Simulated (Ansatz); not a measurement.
The reference is WC (space group P-6m2, No. 187; a = 2.9127 Å, c = 2.8354 Å; relaxed with 0.1 eV smearing). Axes: x lies along a and z along c of the hexagonal cell.

Level of theory: DFT with r2SCAN, PAW potentials and a 500 eV plane-wave cutoff in Ansatz (a program for electronic structure), no spin-orbit coupling.

Strains are applied to the cell and any free atomic positions relax.

One change was made to it. Results:

| quantity | base | after |
|---|---|---|
| energy relative to the base (free energy F) | 0 meV/atom | +17 meV/atom |
| shortest interatomic distance | 2.199 Å | 2.205 Å |

**Question.** Which change produced these results?
A. strain tensor (xx, yy, zz, yz, xz, xy) = (+0.63, +1.98, −2.45, −1.31, +2.41, −0.33) %
B. uniaxial strain ε_xx = +2.72 %
C. isotropic strain +5.47 %

**Answer.** B, uniaxial strain ε_xx = +2.72 %. For comparison, the energy relative to the base in the other runs: strain tensor (xx, yy, zz, yz, xz, xy) = (+0.63, +1.98, −2.45, −1.31, +2.41, −0.33) % gives +56 meV/atom; isotropic strain +5.47 % gives +0.298 eV/atom.

Stability against distortions was not tested. The final runs are not spin-polarised.
